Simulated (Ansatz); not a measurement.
Data:

End structure of a constructed model of the (110) surface of bcc Ta, a cell of two sites (a+b, b-a) layer of Pb, one a cell, on the site that continues the host's stacking (bottom of the slab: a bare face, its two planes held):

```xyz
13
Lattice="1.9162 2.7100 0.0000 -3.8325 2.7100 0.0000 0.0000 0.0000 31.0000" Properties=species:S:1:pos:R:3 pbc="T T T"
Ta     0.9581     1.3550     8.2181
Ta    -1.9162     1.3550     8.2181
Ta     0.0000     0.0000    10.5650
Ta    -0.9581     2.7100    10.5650
Ta     0.9581     1.3550    12.8957
Ta    -1.9162     1.3550    12.8979
Ta     0.0000     0.0000    15.2543
Ta    -0.9581     2.7100    15.2549
Ta     0.9581     1.3550    17.5965
Ta    -1.9162     1.3550    17.6003
Ta     0.0000     0.0000    19.8844
Ta    -0.9581     2.7100    19.8851
Pb     0.9581     1.3550    22.4497
```

Model: 13-atom slab, 14.6 Å thick at the start, 11x8x1 mesh, Fermi-Dirac 0.1 eV, dipole correction, 4 atoms held, the rest relaxed; start symmetry kept, larger cells not searched; no spin, no spin-orbit, no U. It is one candidate, not shown to be the stable structure of the face.

Question: What work function of the top face does PBE (Ansatz, an electronic-structure program) give?

Answer: 4.33 eV
